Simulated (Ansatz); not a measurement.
The reference is GeSe in the GeS type structure (space group Pnma, No. 62; a = 10.5197 Å, b = 3.8238 Å, c = 4.1422 Å; layered, stacked along the Cartesian x axis).

Method: PBEsol-D3(BJ) (Ansatz, a program for electronic structure; PAW; 420 eV plane waves; scalar-relativistic without spin-orbit coupling), earlier PAW set.

Now apply this change: every lattice vector is stretched by 0.61 %, atoms relaxed at fixed cell.

What happens to the energy relative to the base?

The energy rises by 0.6 meV/atom.

Estimate the effect on the mean gap deformation potential ΔEg/Δln V.

The mean gap deformation potential ΔEg/Δln V amounts to +5.4 eV.

Predict the new largest internal atomic displacement.

The largest internal atomic displacement comes out as 0.019 Å.

The cells carry an imposed strain or load. Stability against distortions was not tested.
